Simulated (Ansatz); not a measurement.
An Ansatz (a program for electronic structure) input (DFT with PBEsol-D3(BJ), PAW potentials and a 420 eV plane-wave cutoff in Ansatz, spin-orbit coupling left out):

Ansatz 0.2 input:
```yaml
crystal:
  lattice:
    - [3.114809082, 0, 0]
    - [-1.557404541, 2.8245562216, 0]
    - [0, 0, 11.7730712194]
  atoms:
    - { symbol: W, position: [0.3333333333, 0.6666666667, 0.25] }
    - { symbol: W, position: [0.6666666667, 0.3333333333, 0.75] }
    - { symbol: S, position: [0.3333333333, 0.6666666667, 0.6164639925] }
    - { symbol: S, position: [0.6666666667, 0.3333333333, 0.1164639925] }
    - { symbol: S, position: [0.6666666667, 0.3333333333, 0.3835360075] }
    - { symbol: S, position: [0.3333333333, 0.6666666667, 0.8835360075] }
basis: { ecutwfc: 420, ecutrho_ratio: 4, xc_grid: 2, fft_grid_basis: typed }
kpoints: { mp_grid: { grid: [12, 12, 3] } }
hamiltonian:
  xc: pbesol
  dispersion: d3bj
  pseudopotentials: { kind: paw }
scf: { occupations: { method: fermi_dirac, width: 0.05 }, convergence: { dr2_threshold: 0.0000000006 } }
relax: { f_tol: 0.005, max_steps: 50 }
output: { forces: true, stress: true }
checkpoint: { write: state.ck, write_every: 1000 }
```

Problem. Which symmetry and how many k-points will the program report, and about how many plane waves at Γ?

Solution. Space group Cmcm (ITA 63) with 8 operations, k-points 86 of 432, and 2043 plane waves at Γ.

Problem. And the final pressure?

Solution. -4.74 GPa (compression positive).

The cells carry an imposed strain or load. Whether these cells are dynamically stable was not tested. The cell was made from WS₂ in the 2H-MoS2 type structure (space group P6_3/mmc, No. 194; layered, stacked along the Cartesian z axis) by this change: uniaxial strain ε_yy = +4.71 %.
